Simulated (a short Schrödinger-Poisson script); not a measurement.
Stack: gated Al0.3Ga0.7As/GaAs δ-doped gas, at 300 K.

```tsv
layer	material	thickness (nm)	Na (cm⁻³)
1	Al0.3Ga0.7As	8	-
2	Al0.3Ga0.7As	2	-
3	GaAs	6000	1e15
```

Constants are typed, rounded textbook-type inputs, not results; the design itself was drawn at random and stands for no fabricated device. Al0.3Ga0.7As: permittivity 12.05, conduction-band edge (eV) 0.237, gap (eV) 1.798, electron mass (mₑ) 0.0919, Nv at 300 K (cm⁻³) 9e18. GaAs: permittivity 12.9, conduction-band edge (eV) 0, gap (eV) 1.424, Nv at 300 K (cm⁻³) 9e18.

Channel valleys (confinement mass, in-plane density-of-states mass, number): Γ 0.067, 0.067, 1. At the gate the conduction-band edge of layer 1 lies 0.99 eV − eVg above the Fermi level of the channel; the field vanishes at the back. Sheet of ionised δ-doping: +2.6e12 e/cm² at 8 nm from the gate. The barrier under the gate holds no holes. Gaps are held at their typed values at every temperature. Mesh 0.08 nm at interfaces.

Solved with a short Schrödinger-Poisson script written for these runs: 1D Poisson equation in equilibrium, electrons quantum, Hartree plus LDA exchange-correlation (BenDaniel-Duke, 40 states a valley, the channel's in-plane mass for all, wave functions free to enter the barrier), parabolic valleys, classical holes, full ionisation, no traps, pinning or gate leakage.

The same stack at other levels of the model or other numerical settings:

| run | sheet density of all electrons at Vg = 0.5 V (cm⁻²) | capacitance at Vg = 0.5 V (μF/cm²) | centroid of the channel electrons at Vg = 0.5 V (nm) | gate voltage at 1e11 electrons/cm² (V) | rough cost against the base |
|---|---|---|---|---|---|
| base | 2.56e11 | 0.489 | 12.33 | 0.44 | about 1 |
| electrons treated as classical, Boltzmann | 2.80e11 | 0.551 | 10.00 | 0.44 | 0.04 |
| electrons treated as classical, Fermi-Dirac | 2.68e11 | 0.507 | 10.64 | 0.44 | 0.2 |
| electrons treated as quantum, Hartree | 2.39e11 | 0.463 | 12.93 | 0.44 | about 1 |
| mesh six times as coarse | 2.57e11 | 0.489 | 12.46 | 0.44 | 0.3 |
| one subband a valley | 2.18e11 | 0.476 | 7.14 | 0.45 | 0.3 |

The classical rows ignore confinement, and Boltzmann statistics overrate the density once the band edge passes the Fermi level.
